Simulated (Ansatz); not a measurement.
## HfO2: isotropic strain −2.00 %

The reference is HfO$_{2}$ in the fluorite structure (space group Fm-3m, No. 225; a = 5.0976 Å).

Modification: every lattice vector is shortened by 2.00 %; the atoms relax in the strained cell.

Computed with Ansatz (a first-principles code) PBE, scalar-relativistic without spin-orbit coupling. k-mesh 11×11×11 (Γ-centred); smearing 0.05 eV (Fermi–Dirac).

```json
[
 {"quantity": "volume per atom", "base": "11.04 Å³", "changed": "10.39 Å³", "shift": "-0.65 Å³"},
 {"quantity": "shortest interatomic distance", "base": "2.207 Å", "changed": "2.163 Å", "shift": "-0.044 Å"},
 {"quantity": "energy relative to the base (free energy F)", "base": "0 meV/atom", "changed": "+33 meV/atom", "shift": "+33 meV/atom"},
 {"quantity": "pressure", "base": "0.00 GPa", "changed": "16.93 GPa", "shift": "+16.925 GPa"},
 {"quantity": "band gap", "base": "3.75 eV", "changed": "3.89 eV", "shift": "+0.145 eV"},
 {"quantity": "gap character", "base": "direct at X", "changed": "direct at X", "shift": "–"},
 {"quantity": "mean gap deformation potential ΔEg/Δln V", "base": "–", "changed": "-2.4 eV", "shift": "–"},
 {"quantity": "width of the top valence band", "base": "1.82 eV", "changed": "1.89 eV", "shift": "+0.07 eV"},
 {"quantity": "electron mass", "base": "1.2 mₑ along k, 0.74 mₑ across (at X)", "changed": "1.1 mₑ along k, 0.71 mₑ across (at X)", "shift": "–"},
 {"quantity": "hole mass", "base": "–", "changed": "0.28 mₑ along k, 3.0 mₑ across (at X)", "shift": "–"}
]
```

Cost of the whole job for the changed cell (relaxation, final SCF and bands): very roughly 11 core-seconds.

Spin-orbit coupling, missing from the scalar runs, can matter with Hf. Masses are band curvatures over ±0.01 Å⁻¹ around the edge. Along k means along the line from Γ to the band edge. No phonon test of stability was made. This is not the structure that HfO2 has at room temperature and ambient pressure.
